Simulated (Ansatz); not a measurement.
## A computed series for HfC: response to strain

The reference is HfC in the rock salt structure (space group Fm-3m, No. 225; relaxed with 0.1 eV smearing).

```xyz
2
Lattice="0.0000 2.3257 2.3257 2.3257 0.0000 2.3257 2.3257 2.3257 0.0000" Properties=species:S:1:pos:R:3 pbc="T T T"
Hf     0.0000     0.0000     0.0000
C      2.3257     2.3257     2.3257
```

Strains are applied to the cell and any free atomic positions relax.

Computed with PBE/PAW in Ansatz (a quantum-chemistry and plane-wave program), spin-orbit coupling left out.

| isotropic strain (%) | pressure (GPa) |
|---|---|
| -2.5 | 20.6 |
| -1.5 | ? |
| -1 | 7.5 |
| -0.5 | 3.6 |
| 0 | 0.0 |
| 0.5 | -3.4 |
| 2 | -12.4 |
| 2.5 | -15.0 |
| 3 | -17.4 |

### Question
Fit P = P₀ − Bδ + Cδ² with δ = (1 + ε)³ − 1 to the rows shown and predict the withheld row.

### Answer
Least squares on the printed values gives P₀ = 0.0 GPa, B = 239 GPa, C = 568 GPa (largest residual 0.1 GPa); this predicts 11.7 GPa, and the run gives 11.6 GPa, in agreement.

Stability against distortions was not tested. All final runs are without spin polarisation.
